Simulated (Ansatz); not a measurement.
B (model structure, started from the C4 type, I4₁32, No. 214, 4 atoms in the cell): band gap by level of theory

No measured value is used here.

**Question.** Put these levels in order of the band gap that they give for B (model structure, started from the C4 type, I4₁32, No. 214, 4 atoms in the cell), smallest first: G0W0@PBEsol (Ansatz, a first-principles code), PBE (Ansatz), PBE0 (Ansatz).

**Answer.** PBE (1.48 eV), G0W0@PBEsol (2.14 eV), PBE0 (3.14 eV)

Computed values are for a static lattice.  A ± on a computed value is a rough bar: the spread of its extrapolation, a floor set from checks against published values, or a statistical error. Values are at the PBEsol cell. Cutoffs and k meshes differ between the levels. Ansatz's density-functional and Hartree–Fock values are scalar-relativistic unless marked +SOC, with PAW data made under PBE.

A model structure was made by putting elements into a prototype or built by hand; it is no filed structure, need not be a known phase, and can be a saddle point held by its symmetry.
